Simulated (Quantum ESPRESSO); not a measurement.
Quantum ESPRESSO 7.5, DFT, PBE, plane waves, PseudoDojo 0.5 standard norm-conserving PBE (local tails restored to the Coulomb form): bcc Ta, atoms displaced (Ta12), 12 atoms. Basis and mesh were picked for this test and aren't claimed converged.

```
Property                                                 Value
----------------------------  --------------------------------
cell                          3.31, 3.31, 19.84 Å; 90, 90, 90°
distance to the nearest atom                    2.78 to 2.84 Å
task                                                       scf
k mesh                                                   4×4×1
ecutwfc                                                  58 Ry
ecutrho                                                 232 Ry
occupations                                           smearing
smearing                                                    mv
degauss                                                0.02 Ry
conv_thr                                            1.2e-08 Ry
tprnfor                                                   true
tstress                                                  false
k-point pools (-nk)                                          4
diagonalization                                david (default)
k-points computed                                           10
bands                                                       94
electrons                                                  156
G-vectors of the density                                 87297
FFT grid                                             32×32×192
```

Settings of this run: mixing_mode = plain, mixing_beta = 0.4, mixing_ndim = 8; 8 ranks.

```
SCF iteration  band solver's avg # of iterations (first pass)  estimated scf accuracy (Ry)
-------------  ----------------------------------------------  ---------------------------
1                                                         2.5                   0.30968942
2                                                         9.3                  18.84278046
3                                                         8.3                   3.37171035
4                                                         8.2                  26.83729444
5                                                         8.5                  10.95676317
6                                                         8.3                   0.93781190
7                                                         2.0                   0.13256792
8                                                         1.8                   0.02401405
9                                                        11.2                   0.00400319
10                                                        8.6                   0.00091823
11                                                        2.3                   0.00008740
12                                                        5.7                   0.00021589
13                                                        4.1                   0.00526425
14                                                        2.9                   0.00049209
15                                                        2.4                   0.00020566
16                                                        1.9                   0.00039983
17                                                        1.0                   0.00001391
18                                                        1.6                   0.00000954
19                                                        1.0                   0.00000400
20                                                        1.0                   0.00000064
21                                                        1.7                   0.00000004
22                                                        4.7                   0.00000002
23                                                        3.8                   0.00000024
24                                                        3.8                   0.00000113
25                                                        3.4                   0.00000002
26                                                        2.0                   0.00000009
27                                                        1.0                      9.6E-09
```

It converged after 27 SCF iterations.

Problem. The cycle is slow. Which setting should be changed?

Solution. Several could match; the one computed here: mixing_mode = TF (11 SCF iterations) or mixing_mode = local-TF (12 SCF iterations), all else kept. The other changes of this size gave: mixing_beta = 0.2 (21); mixing_beta = 0.1 (25); mixing_beta = 0.7 (default) (35); mixing_beta = 1 (44). The first change moves the result by: energy under 0.001 meV/atom, forces (largest component) 0.16 meV/Å. Counts are of single runs.
